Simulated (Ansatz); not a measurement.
Response to strain in Cu

Take Cu (space group P6_3/mmc, No. 194; a = 2.5181 Å, c = 8.2460 Å; a cell from a computed database, its experimental status unchecked; relaxed with 0.1 eV smearing) as the base.

Strains are applied to the cell and any free atomic positions relax.

Computed with PBEsol (Ansatz, a program for electronic structure, PAW, without spin-orbit coupling).

Notes on the quantities. pressure: mean of the normal stresses, compression positive.

| isotropic strain (%) | pressure (GPa) |
|---|---|
| -2.25 | 13.6 |
| 0 | 0.0 |
| 0.31 | ? |
| 0.78 | -3.7 |
| 3.78 | -14.1 |

Task: Fit P = P₀ − Bδ + Cδ² with δ = (1 + ε)³ − 1 to the rows shown and predict the withheld row.

Result: Least squares on the printed values gives P₀ = 0.1 GPa, B = 174 GPa (at held cell shape), C = 459 GPa (largest residual 0.1 GPa); this predicts -1.5 GPa, and the run gives -1.5 GPa, in agreement.

Stability against distortions was not tested. The final runs are not spin-polarised. This is not the structure that Cu has at room temperature and ambient pressure.
